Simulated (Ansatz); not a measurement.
An Ansatz (a first-principles code) run: SnO2 with a change (pressure 9 GPa); PBEsol (Ansatz, PAW, no SOC).

Input:

Ansatz 0.2 input:
```yaml
crystal:
  lattice:
    - [4.7247127116, 0, 0]
    - [0, 4.7247127116, 0]
    - [0, 0, 3.1994469055]
  atoms:
    - { symbol: Sn, position: [0, 0, 0] }
    - { symbol: Sn, position: [0.5, 0.5, 0.5] }
    - { symbol: O, position: [0.3059145406, 0.3059145406, 0] }
    - { symbol: O, position: [0.8059145406, 0.1940854594, 0.5] }
    - { symbol: O, position: [0.1940854594, 0.8059145406, 0.5] }
    - { symbol: O, position: [0.6940854594, 0.6940854594, 0] }
basis: { ecutwfc: 420, ecutrho_ratio: 4, xc_grid: 2, fft_grid_basis: typed }
kpoints: { mp_grid: { grid: [7, 7, 10] } }
hamiltonian:
  xc: pbesol
  dispersion: none
  pseudopotentials: { kind: paw }
scf: { occupations: { method: fermi_dirac, width: 0.05 } }
relax: { f_tol: 0.01, max_steps: 60, cell: { stress_tol: 0.02, p_target: 9.0 } }
output: { forces: true, stress: true }
checkpoint: { write: state.ck, write_every: 1000 }
```

Output (explanatory and most iteration lines left out):

```
Relaxation: its limit of steps is 60 (relax.max_steps)
Pseudopotential: Sn, paw, valence charge 14
Pseudopotential: O, paw, valence charge 6
Crystal: 6 atoms, lattice volume = 71.421 Å³
Basis set: ecut = 420 eV, 1411 PW (Γ), exchange–correlation on 64×64×48 points (8 copies of the dense FFT grid, shifted against one another)
Bands: 32, of which v1, the nominal top of the filled ones, is band 26 counted from 1 (25 counted from 0)
Symmetry: 16 space group operations
Space group: P42/mnm (ITA 136), of the structure as read, at distance tolerance 4.1e-5 Å
k-points: 60 of 490
Functional: x = pbesol(κ = 0.804, μ = 0.12345679012345678), c = pbesol(β = 0.046)
SCF iter   1: F=—  HF=-14143.087157 eV  |F-HF|=—  |Δ(HF+E_count)|=         —  Δρ=1.61e-2  dr2=1.46e-1  ethr=1.77e-3  ⟨swp⟩=6.0  Hψ=8449  notcnv=0  defer=7
SCF iter   2: F=—  HF=-14143.045754 eV  |F-HF|=—  |Δ(HF+E_count)|=   4.14e-2  Δρ=2.54e-3  dr2=2.18e-3  ethr=2.81e-4  ⟨swp⟩=2.1  Hψ=3254  notcnv=0  defer=101
SCF 1 converged in 6 iterations: F = -14143.045654 eV  dr2 = 4.05e-8
relax step   1: F+E_penalty+E_count = -14143.04565439 eV  Δ(F+E_penalty+E_count) = +0.000e0 eV  max|allowed force component| = 4.280e-6 eV/Å  Δτ_max = 0.0000 Å  P = +4.499 GPa  Ω = 71.421 Å³  (6 SCF iters, dr2 threshold 1.00e-7 eV, accepted)
[... steps on the carried basis left out ...]
relax step   8: F+E_penalty+E_count = -14142.98544413 eV  Δ(F+E_penalty+E_count) = +2.962e-4 eV  max|allowed force component| = 4.782e-5 eV/Å  Δτ_max = 0.0000 Å  P = +8.998 GPa  Ω = 69.985 Å³  stress off target by 3.65e-3 GPa  SCF on the basis re-selected at this cell (its energy is not comparable with the rows above)  (5 SCF iters)
SCF converged after 5 iterations
Free energy (F): -14142.985444 eV
Internal energy: -14142.985444 eV  (E = F + TS)
E sigma→0 (E₀):  -14142.985444 eV
Entropy (-TS):   -0.000000 eV (-0.000 meV/atom)
Fermi energy:    10.443258 eV
--- Forces (eV/Å), atoms counted from 1 ---
  atom   1  Sn    -0.00000000     0.00000000     0.00000000
  atom   2  Sn     0.00000000     0.00000000     0.00000000
  atom   3  O      0.00004782     0.00004782     0.00000000
  atom   4  O      0.00004782    -0.00004782    -0.00000000
  atom   5  O     -0.00004782     0.00004782     0.00000000
  atom   6  O     -0.00004782    -0.00004782    -0.00000000
--- Stress (GPa, compression-positive) ---
        8.996349      -0.000000       0.000000
       -0.000000       8.996349      -0.000000
        0.000000      -0.000000       9.000970
  P = ⅓ Tr σ = 8.9979 GPa (89.979 kbar)
--- Relaxed structure (6 steps of the walk, 6 accepted, 2 SCFs on fresh bases) ---
  cell:  # Å, volume = 69.9851 Å³
    - [4.685607519530594, -2.330252185237122e-34, 2.7414731591024963e-34]
    - [-6.716609239801116e-34, 4.685607519530594, -4.24928339660887e-34]
    - [3.7129020750264706e-34, -2.877499108145515e-34, 3.1876721395054415]
  atoms:
    - { symbol: Sn, position: [-7.051567215266074e-21, 3.824578828618843e-21, -5.94532716881065e-38] }
    - { symbol: Sn, position: [0.5, 0.5, 0.5] }
    - { symbol: O, position: [0.30567208112797695, 0.30567208112797695, -7.600679807006193e-35] }
    - { symbol: O, position: [0.805672081127977, 0.194327918872023, 0.5] }
    - { symbol: O, position: [0.194327918872023, 0.805672081127977, 0.5] }
    - { symbol: O, position: [0.694327918872023, 0.694327918872023, 2.557347118105599e-35] }
```

Load acts through the strain it causes; cell and atoms are relaxed under it. Whether these cells are dynamically stable was not tested. No other phases were tried under pressure. The cell was made from SnO₂ in the rutile structure (space group P4_2/mnm, No. 136) by this change: pressure 9 GPa.
